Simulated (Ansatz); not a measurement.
## Migration barriers: interstitial H in 4H silicon carbide strained by +1.5 % along x and y, z held, charge state +1

Defect: interstitial H in 4H silicon carbide strained by +1.5 % along x and y, z held, charge state +1. Computed with PBE, PAW (plane waves to 420 eV; Ansatz, an electronic-structure program).

Settings: 72 host sites, the strained lattice (strain from the relaxed PBE one, atoms relaxed), a 2×2×2 k-point mesh shifted by half a step along c, smearing 0.01 eV, spin-restricted, no image-charge correction. Energies are static. The charge state is imposed; whether it is stable for some Fermi level was not computed. Sites that were not tried may lie lower.

| Route | Start site over the lowest site run (eV) | Hop (Å) | Forward barrier (eV) | Backward barrier (eV) | Neighbours at the start | Neighbours at the saddle | Saddle order |
|---|---|---|---|---|---|---|---|
| a direct jump of one H atom | 0.00 | 1.11 | 0.57 | 0.57 | C at 1.12; Si at 1.88, Si at 1.90 Å | 2 C at 1.51; Si at 1.66 Å | not checked, on a symmetry element |

Paths come from climbing-image nudged elastic band runs.  A band can be held on a symmetry element, so unchecked saddle points there may be too high. A further band (a concerted move, in which H travels most (a rearrangement that moves the defect's centre by under 1 Å), 0.98 Å) gave 0.001 eV forward on its own sampling, 0.013 eV above the lowest site run, but it is nearly flat, so it is not taken as a result. A further band (a direct jump of one H atom, 3.21 Å) gave 0.62 eV forward on its own sampling, 0.62 eV above the lowest site run, but a shoulder points to a second hump between its images, so it is not taken as a result. A further band (a direct jump of one H atom, 1.56 Å) gave 0.60 eV forward on its own sampling, 0.60 eV above the lowest site run, but its whole barrier lies in one image, so it is not taken as a result.
